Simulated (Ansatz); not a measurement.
**WSi2: isotropic strain +2.50 %**

Base system: WSi$_{2}$ (space group I4/mmm, No. 139; a = 3.2024 Å, c = 7.8177 Å; relaxed with 0.1 eV smearing).

Perturbation: the cell is scaled by 1.0250 in all directions, atoms relaxed at fixed cell.

Calculations: Ansatz (a quantum-chemistry and plane-wave program) PBEsol, no spin-orbit coupling. k-mesh 25×25×25 (Γ-centred); smearing 0.1 eV (Fermi–Dirac).

```csv
quantity,base,changed,shift
space group,I4/mmm (No. 139),I4/mmm (No. 139),–
shortest interatomic distance,2.588 Å,2.631 Å,+0.043 Å
energy relative to the base (free energy F),0 meV/atom,+50 meV/atom,+50 meV/atom
band gap,zero,zero,–
```

Stability against distortions was not tested. The final runs are not spin-polarised.
